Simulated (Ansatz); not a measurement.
Here is the system:

End structure of NH3 on the 1x1 (0001) surface of hcp Ru, one in a 2x2 cell, started at the site 'top Ru':

```
CELL_PARAMETERS angstrom
      5.44280     0.00000     0.00000
     -2.72140     4.71360     0.00000
      0.00000     0.00000    25.50000
ATOMIC_POSITIONS crystal
  Ru 0.33333 0.16667 0.37633
  Ru 0.33333 0.66667 0.37633
  Ru 0.83333 0.16667 0.37633
  Ru 0.83333 0.66667 0.37633
  Ru 0.16667 0.33333 0.45766
  Ru 0.16667 0.83333 0.45766
  Ru 0.66667 0.33333 0.45766
  Ru 0.66667 0.83333 0.45766
  Ru 0.33370 0.16614 0.54144
  Ru 0.33386 0.66755 0.54144
  Ru 0.83245 0.16630 0.54144
  Ru 0.83333 0.66667 0.54042
  Ru 0.16667 0.33333 0.62377
  Ru 0.16601 0.83326 0.62182
  Ru 0.66725 0.33399 0.62182
  Ru 0.66674 0.83275 0.62182
  N  0.16667 0.33333 0.71005
  H  0.34587 0.33585 0.72295
  H  0.16415 0.51002 0.72295
  H  0.98998 0.15413 0.72295
```

Slab: 20 atoms, 6.3 Å thick at the start under the adsorbate (thin: gaps and levels are the slab's own); k 6x6x1, smearing 0.1 eV, dipole-corrected; 8 atoms held, the rest relaxed; symmetry of the start imposed; no spin, no spin-orbit, no U. At the end it is bonded to Ru. In D3-corrected PBE it is, or lies within 0.03 eV of, the lowest of the starts that converged.

A negative adsorption energy means that the adsorbate is more stable on the surface than in its reference.

Give the adsorption energy against NH3(g) at the level PBE with D3(BJ) dispersion run with Ansatz (an electronic-structure program).

-1.07 eV

What is the computed work function of the top face (PBE with D3(BJ) dispersion)?

2.70 eV

Predict the change of the work function from PBE with D3(BJ) dispersion.

-2.29 eV

What is the computed change of the step from the bottom to the top vacuum level, against the clean slab (PBE with D3(BJ) dispersion)?

-2.30 eV
